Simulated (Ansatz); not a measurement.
The starting structures come from a database of crystals and need not be the phases stable at ambient conditions.

By PBEsol, the system below comes out a metal.

Without scattering a metal conducts by its projected Fermi surface.

```
CELL_PARAMETERS angstrom
      8.90301     0.00000     0.00000
     -0.12460     8.90214     0.00000
      2.88461     2.92526     2.96708
ATOMIC_POSITIONS crystal
  Si 0.60714 0.60714 0.53572
  Si 0.39286 0.39286 0.46428
  Si 0.00000 0.60714 0.64286
  Si 0.00000 0.39286 0.35714
  Si 0.39286 0.00000 0.35714
  Si 0.60714 0.00000 0.64286
  Mo 0.33333 0.66667 0.00000
  Mo 0.66667 0.33333 0.00000
  Mo 0.66667 0.33333 0.50000
  Mo 0.33333 0.66667 0.50000
  Mo 0.23980 0.23980 0.27040
  Mo 0.76020 0.76020 0.72960
  Mo 0.00000 0.23980 0.01020
  Mo 0.00000 0.76020 0.98980
  Mo 0.76020 0.00000 0.98980
  Mo 0.23980 0.00000 0.01020
```

Space group of this cell: P6_3/mcm. The cell is taken as given; by PBEsol its mean pressure is -7.6 GPa.

The current flows along the normal of the first two printed cell vectors, the (111) plane of the conventional cell. No spin-orbit coupling; the value is a mean over 0.1 eV about the Fermi level.

### Question
Give the ballistic conductance per area that PBEsol in Ansatz (a program for electronic structure) yields.

### Answer
0.58 × 10¹⁵ S/m² for both spins.
